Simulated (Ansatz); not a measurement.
## ScCl₃ in the ReO3 type structure (space group Pm-3m, No. 221; a hypothetical phase, not in the database extracts checked)

```
ScCl3
1.0
    4.96318     0.00000     0.00000
    0.00000     4.96318     0.00000
    0.00000     0.00000     4.96318
Sc Cl
1 3
Direct
  0.00000   0.00000   0.00000
  0.50000   0.00000   0.00000
  0.00000   0.00000   0.50000
  0.00000   0.50000   0.00000
```

Computed with r2SCAN/PAW in Ansatz (a quantum-chemistry and plane-wave program), without spin-orbit coupling. k-mesh 7×7×7 (Γ-centred); smearing 0.05 eV (Fermi–Dirac).

```yaml
volume_per_atom: 30.56 Å³
density: 2.06 g/cm³
band_gap: 3.05 eV, indirect, R → Γ
Lowest conduction-band minima above the VBM: Γ 3.05 eV
total_energy: -1350.106 eV/atom (σ→0; compares only within this code and set-up)
```

Whether these cells are dynamically stable was not tested. All final runs are without spin polarisation.
